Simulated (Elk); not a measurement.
Band structure of SbPt (P6_3/mmc, 4 atoms in the cell).

```yaml
crystal:
  lattice:
    - [4.10768, 0.00000, 0.00000]
    - [-2.05384, 3.55735, 0.00000]
    - [0.00000, 0.00000, 5.44670]
  atoms:
    - { symbol: Sb, position: [0.66667, 0.33333, 0.75000] }
    - { symbol: Sb, position: [0.33333, 0.66667, 0.25000] }
    - { symbol: Pt, position: [0.00000, 0.00000, 0.50000] }
    - { symbol: Pt, position: [0.00000, 0.00000, 0.00000] }
```

Method of the run: LDA (PW92), all-electron FP-LAPW, Elk's shipped species files, default APW+lo basis (Elk).

Settings: xctype = 3; rgkmax = 7; stype = 3; swidth = 0.00367493 Ha; ngridk = 8 8 5; rmtscf = 0.86.

The starting cell comes from a database of computed structures (which also holds hypothetical and non-ambient phases and stackings), without a prior relaxation at this level. Its lattice was rescaled by a random factor within 2.5 % of one. Spin-orbit coupling is off. Spin polarisation is off. Values depend on the basis (sphere radii, cutoffs, local orbitals), which need not be converged.

Levels in eV from the Fermi level, bands 41 to 48:
```
point     41     42     43     44     45     46    47    48
-----  -----  -----  -----  -----  -----  -----  ----  ----
Γ      -2.19  -2.19  -0.11  -0.11   0.78   2.33  2.40  3.71
M      -3.18  -3.01  -2.78  -2.38  -2.20  -0.61  1.96  4.35
K      -2.88  -2.35  -2.29  -2.29  -0.56  -0.56  0.75  0.75
A      -3.75  -3.75  -1.25  -1.25   2.40   2.40  2.40  2.40
L      -3.29  -3.29  -3.16  -3.16   0.37   0.37  1.80  1.80
H      -3.55  -3.55  -2.21  -2.21  -1.80  -1.80  4.32  4.32
```

Bands cross the Fermi level along this path, so the cell is metallic at this level.
